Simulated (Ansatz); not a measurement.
**BN: energy against strain**

BN (zinc blende, F-43m, 5.738 Å³/atom at rest) under an equal strain ε in the (111) plane with the normal axis free, as in a coherent film. LDA in Ansatz, a plane-wave DFT program (PAW, default set), 420 eV, 16×16×16 Γ-centred mesh, Fermi-Dirac smearing 0.05 eV; ions are relaxed within the symmetry of each cell.

Here s stands for strain and y for E less E0.

| strain (%) | E less E0 (meV/atom) |
|---|---|
| -2.50 | ? |
| -1.25 | 6.41 |
| -0.83 | 2.78 |
| -0.42 | 0.71 |
| 0.00 | 0.00 |
| 0.42 | 0.70 |
| 0.83 | 2.69 |
| 1.25 | 6.01 |

Taking a parabola for y over the 7 complete rows: Least squares gives y = 0.001 - 0.1192·s + 3.9728·s². Residuals (row less fit): 0.052, -0.057, -0.042, -0.001, 0.048, 0.051, -0.050; standard error 0.061 (degrees of freedom: 4). Twice the quadratic coefficient over the volume, 2 × 3.9728 meV × 10⁴ × 0.1602 / 5.738 Å³, is twice the biaxial elastic modulus of this plane = 2219 ± 22 GPa.

Estimate the missing y (s = -2.50); what did the run itself give?

y = 0.001 - 0.1192 × (-2.50) + 3.9728 × (-2.50)² = 25.129 meV/atom. The calculation gives 26.37 meV/atom, 1.241 meV/atom above the prediction (4.7 % of the range of y in the table). The row lies outside the fitted rows, so this is an extrapolation. From the scatter of the fitted rows alone, a prediction at this place has a standard error of 0.235 meV/atom, so the miss is 5.3 times that.

One order more, fitted to all 13 runs of the series, follows each within 0.01, so the miss is the next term of a smooth law. Rows are the converged runs of the series near zero and its far end; series whose fitted rows scatter by over a few per cent of the range, as at a crossing or softening among them, aren't shown in this form. Most that stay on the fit to the last digits aren't either.
